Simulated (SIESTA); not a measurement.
A self-consistent single point of MoRu (P-6m2, 2 atoms in the cell) with SIESTA.

Computed with LDA PW92, numerical atomic orbitals DZP, PseudoDojo LDA standard norm-conserving potentials (rewritten from UPF to PSML) in SIESTA.

The change in words: lattice scaled by 0.98. Reference geometry:
```
CELL_PARAMETERS angstrom
      2.80380     0.00000     0.00000
     -1.40190     2.42816     0.00000
      0.00000     0.00000     4.50612
ATOMIC_POSITIONS crystal
  Mo 0.66667 0.33333 0.00000
  Ru 0.33333 0.66667 0.50000
```

Reference input (self-consistent single point, DFT, LDA PW92, numerical atomic orbitals DZP, PseudoDojo LDA standard norm-conserving potentials (rewritten from UPF to PSML)): XC.functional = LDA; XC.authors = PW92; potentials = PseudoDojo LDA standard; PAO.BasisSize = DZP; PAO.EnergyShift = 0.01 Ry; MeshCutoff = 300 Ry; kgrid.MonkhorstPack = 13 13 7; OccupationFunction = FD; ElectronicTemperature = 1160.45 K; MaxSCFIterations = 150; SCF.Mixer.Method = Broyden; SCF.Mixer.Weight = 0.2. This run's input differs from it in these lines:

```diff
@@ -12,5 +12,5 @@
 %block LatticeVectors
-     2.803795000    0.000000000    0.000000000
-    -1.401898000    2.428158000    0.000000000
-     0.000000000    0.000000000    4.506115000
+     2.747719000    0.000000000    0.000000000
+    -1.373860000    2.379595000    0.000000000
+     0.000000000    0.000000000    4.415993000
 %endblock LatticeVectors
@@ -18,4 +18,4 @@
 %block AtomicCoordinatesAndAtomicSpecies
-     1.401898735    0.809385191    0.000000000  1
-    -0.000001735    1.618772809    2.253057500  2
+     1.373860707    0.793197540    0.000000000  1
+    -0.000001707    1.586397460    2.207996500  2
 %endblock AtomicCoordinatesAndAtomicSpecies
```

The program printed (abridged):

```
        iscf     Eharris(eV)        E_KS(eV)     FreeEng(eV)     dDmax    Ef(eV) dHmax(eV)
   scf:    1    -4639.659240    -4659.906044    -4659.957705  0.563407 -2.370563 12.535524
   scf:    2    -4657.187410    -4661.931663    -4661.984855  0.472063 -2.964496  9.579025
   scf:    3    -4664.071829    -4664.124767    -4664.181816  0.184172 -3.150029  4.162716
   scf:    4    -4665.298726    -4664.955271    -4665.020108  0.246523 -3.940168  0.479865
   scf:    5    -4664.941368    -4664.959600    -4665.024644  0.017402 -3.921349  0.318505
   [... 4 lines left out ...]
   scf:   10    -4664.965086    -4664.965079    -4665.030041  0.000270 -3.946640  0.000857
   scf:   11    -4664.965076    -4664.965078    -4665.030041  0.000018 -3.946691  0.000376
   scf:   12    -4664.965076    -4664.965077    -4665.030041  0.000011 -3.946712  0.000272
   scf:   13    -4664.965076    -4664.965077    -4665.030041  0.000007 -3.946726  0.000195
SCF Convergence by DM+H criterion
max |DM_out - DM_in|         :     0.0000073670
max |H_out - H_in|      (eV) :     0.0001948544
SCF cycle converged after 13 iterations

Using DM_out to compute the final energy and forces

siesta: E_KS(eV) =            -4664.9651

siesta: E_KS - E_eggbox =     -4664.9651

siesta: Atomic forces (eV/Ang):
     1   -0.000007    0.000003    0.000000
     2    0.000006   -0.000002   -0.000000
   Tot   -0.000001    0.000001   -0.000000
   Max    0.000007
   Res    0.000004    sqrt( Sum f_i^2 / 3N )
   Max    0.000007    constrained

Stress tensor Voigt[x,y,z,yz,xz,xy] (kbar):       68.87       68.87       77.46       -0.00        0.00       -0.00
(Free)E + p*V (eV/cell)    -4666.3228
Target enthalpy (eV/cell)    -4665.0300

siesta: Program's energy decomposition (eV):
siesta: FreeEng =     -4665.030041

   [... lines left out ...]
siesta:     0.042986   -0.000000    0.000000
siesta:    -0.000000    0.042986   -0.000000
siesta:     0.000000   -0.000000    0.048346

siesta: Cell volume =         28.873786 Ang**3

siesta: Pressure (static):
siesta:                Solid            Molecule  Units
siesta:          -0.00048764         -0.00048764  Ry/Bohr**3
siesta:          -0.04477284         -0.04477272  eV/Ang**3
siesta:         -71.73400359        -71.73380592  kBar
```

The run converged in 13 iterations. Against the reference run the free energy drops by 86.3 meV/atom and the pressure goes from -22.74 to -7.17 GPa.

The starting cell comes from a database of computed structures (which also holds hypothetical and non-ambient phases and stackings), without a prior relaxation at this level. Its lattice was rescaled by a random factor within 2.5 % of one. For this run, on top of that: lattice scaled by 0.98. Spin polarisation is off. Values carry the incompleteness of an atom-centred basis. With a pressure of about -7 GPa the cell is away from its equilibrium volume at this level.

Cost on one core of a shared machine: roughly 50 s.
